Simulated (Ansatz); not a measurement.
L1₀ (CuAu-type) FePt, treated with r²SCAN-D4 in Ansatz (plane waves, PAW).

Numerical settings: plane-wave cutoff 560 eV, 20×20×16 k mesh (along the axes of the cell as run), Fermi–Dirac smearing 0.05 eV, spin-polarised with parallel moments, scalar-relativistic PAW data made under PBE.

Energies at three volumes about the minimum:

| V (Å³/atom) | E − E_lowest (meV/atom) |
|---|---|
| 13.526 | 4.00 |
| 13.802 | 0.00 |
| 14.078 | 3.71 |

Task: Fit a parabola by hand: where is the minimum, and what is the bulk modulus?

Result: Slopes: (0.00 − 4.00)/(13.802 − 13.526) = -14.493 and (3.71 − 0.00)/(14.078 − 13.802) = 13.442 meV/Å³. Curvature E″ = 2 × (13.442 − (-14.493))/(14.078 − 13.526) = 101.214 meV/Å⁶. From the middle of the first interval, the slope vanishes at V0 = 13.6640 − (-14.493)/101.214 = 13.807 Å³/atom. B = V0 E″ = 13.807 × 101.214 meV/Å³ × 0.1602 GPa per meV/Å³ = 224 GPa. The full Birch–Murnaghan fit to all volumes gives V0 = 13.801 Å³/atom and B0 = 223 GPa.

Shape and atoms are relaxed at each volume.

Measured, for comparison: bulk modulus 208 GPa (room temperature, no zero-point or thermal correction; as tabulated in First-principles calculations on Fe-Pt nanoclusters of various morphologies). Computed (rounded) less measured: bulk modulus +7 %. A static lattice is as a rule a little smaller and stiffer than an uncorrected measurement, which narrows the difference in the bulk modulus and would widen misses of the other sign.

Note: the bulk modulus comes from volumes at which shape and atoms were relaxed.

Ansatz is a first-principles code.
